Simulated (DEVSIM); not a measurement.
Device: abrupt CdTe p-n junction, at 300 K.

Layer 1 from the left is CdTe, thickness (μm) 280, Na (cm⁻³) 1.1e17, τn (s) 5.6e-9, τp (s) 5.6e-9. Layer 2 from the left is CdTe, thickness (μm) 47.0, Nd (cm⁻³) 1.2e15, τn (s) 5.6e-9, τp (s) 5.6e-9.

Left contact: ohmic. Right contact: ohmic. Voltage is applied to the left contact. Recombination: SRH at mid-gap, radiative. Mobility is constant in doping.

Constants are typed, rounded textbook-type inputs, not results; the design itself was drawn at random and stands for no fabricated device. Values at 300 K.

CdTe: gap (eV) 1.5, affinity (eV) 4.28, permittivity 10.2, Nc (cm⁻³) 8e17, Nv (cm⁻³) 1.8e19, μn (cm²/Vs) 1000, μp (cm²/Vs) 80, B (cm³/s) 1e-10.

Problem. Estimate by hand the built-in potential, the peak field at zero bias, the capacitance at -6 V, and compare with a numerical solution.

Solution. 
- Built-in potential: ni = √(Nc Nv) exp(−Eg/2kT) = 954000 cm⁻³ with Eg = 1.500 eV; Vbi = kT/q ln(Na Nd/ni²) = 1.200 V; numerical 1.200 V.
- Peak field at zero bias: depletion approximation: W = √(2εVbi/(qN)) = 1.07 μm with N = 1.19e15 cm⁻³; field = 2Vbi/W = 22500 V/cm; numerical 26700 V/cm (estimate below by 16 %).
- Capacitance at -6 V: C = √(qεN / 2(Vbi + |V|)) = 3.45 nF/cm²; numerical 3.47 nF/cm².

Simulated with DEVSIM: 1D drift-diffusion, Boltzmann statistics, complete ionisation; no tunnelling, impact ionisation, image-force lowering or self-heating.
